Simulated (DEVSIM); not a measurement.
Structure: abrupt InP p-n junction, at 250 K.

Layer 1 from the left is InP, thickness (μm) 6.10, Na (cm⁻³) 1.6e17, τn (s) 1.5e-9, τp (s) 1.5e-9. Layer 2 from the left is InP, thickness (μm) 0.820, Nd (cm⁻³) 8.8e16, τn (s) 1.5e-9, τp (s) 1.5e-9.

Left contact: ohmic. Right contact: ohmic. Voltage is applied to the left contact. Recombination: SRH at mid-gap, radiative. Mobility is μmin + (μ − μmin)/(1 + (N/Nref)^α).

This is a model device: material constants are rounded textbook-type values typed into the input, and sizes, dopings and lifetimes were drawn at random. Values at 300 K; Nc and Nv go as T^1.5, mobilities as T to minus their exponent, the gap by Varshni's rule with the affinity fixed.

InP: gap (eV) 1.344, affinity (eV) 4.38, permittivity 12.5, Nc (cm⁻³) 5.7e17, Nv (cm⁻³) 1.1e19, μn (cm²/Vs) 5200, μp (cm²/Vs) 170, μn,min 400, μp,min 10, Nref,n 3e17, Nref,p 4.9e17, αn 0.47, αp 0.62, T exponent of μn 2, T exponent of μp 2, B (cm³/s) 1.2e-10, Varshni α (eV/K) 0.000363, Varshni β (K) 162.

**Question.** Estimate by hand the built-in potential, the peak field at zero bias, the capacitance at -3 V, and compare with a numerical solution.

**Answer.** 
- Built-in potential: ni = √(Nc Nv) exp(−Eg/2kT) = 37600 cm⁻³ with Eg = 1.360 eV; Vbi = kT/q ln(Na Nd/ni²) = 1.240 V; numerical 1.240 V.
- Peak field at zero bias: depletion approximation: W = √(2εVbi/(qN)) = 0.174 μm with N = 5.68e16 cm⁻³; field = 2Vbi/W = 143000 V/cm; numerical 140000 V/cm (estimate above by 1.8 %).
- Capacitance at -3 V: C = √(qεN / 2(Vbi + |V|)) = 34.5 nF/cm²; numerical 34.6 nF/cm² (estimate below by 0.51 %).

DEVSIM, 1D drift-diffusion, Boltzmann statistics, complete ionisation; no tunnelling, impact ionisation, image-force lowering or self-heating.
